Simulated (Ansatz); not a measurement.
This Ansatz (a quantum-chemistry and plane-wave program) input is the reference run, MgS in the rock salt structure (space group Fm-3m, No. 225), computed with DFT with PBEsol, PAW potentials and a 420 eV plane-wave cutoff in Ansatz, no spin-orbit coupling:

Ansatz 0.2 input:
```yaml
crystal:
  lattice:
    - [0, 2.5910008903, 2.5910008903]
    - [2.5910008903, 0, 2.5910008903]
    - [2.5910008903, 2.5910008903, 0]
  atoms:
    - { symbol: Mg, position: [0, 0, 0] }
    - { symbol: S, position: [0.5, 0.5, 0.5] }
basis: { ecutwfc: 420, ecutrho_ratio: 4, xc_grid: 2, fft_grid_basis: typed }
kpoints: { mp_grid: { grid: [11, 11, 11] } }
hamiltonian:
  xc: pbesol
  dispersion: none
  pseudopotentials: { kind: paw }
scf: { occupations: { method: fermi_dirac, width: 0.05 }, convergence: { dr2_threshold: 0.0000000002 } }
output: { forces: true, stress: true }
checkpoint: { write: state.ck, write_every: 1000 }
```

Write the input for this change: an isotropic linear strain of −1.00 %, atoms relaxed at fixed cell.


Ansatz 0.2 input:
```yaml
crystal:
  lattice:
    - [0, 2.5650908814, 2.5650908814]
    - [2.5650908814, 0, 2.5650908814]
    - [2.5650908814, 2.5650908814, 0]
  atoms:
    - { symbol: Mg, position: [0, 0, 0] }
    - { symbol: S, position: [0.5, 0.5, 0.5] }
basis: { ecutwfc: 420, ecutrho_ratio: 4, xc_grid: 2, fft_grid_basis: typed }
kpoints: { mp_grid: { grid: [11, 11, 11] } }
hamiltonian:
  xc: pbesol
  dispersion: none
  pseudopotentials: { kind: paw }
scf: { occupations: { method: fermi_dirac, width: 0.05 }, convergence: { dr2_threshold: 0.0000000002 } }
relax: { f_tol: 0.005, max_steps: 50 }
output: { forces: true, stress: true }
checkpoint: { write: state.ck, write_every: 1000 }
```
This is the input that was run.

No phonon test of stability was made.
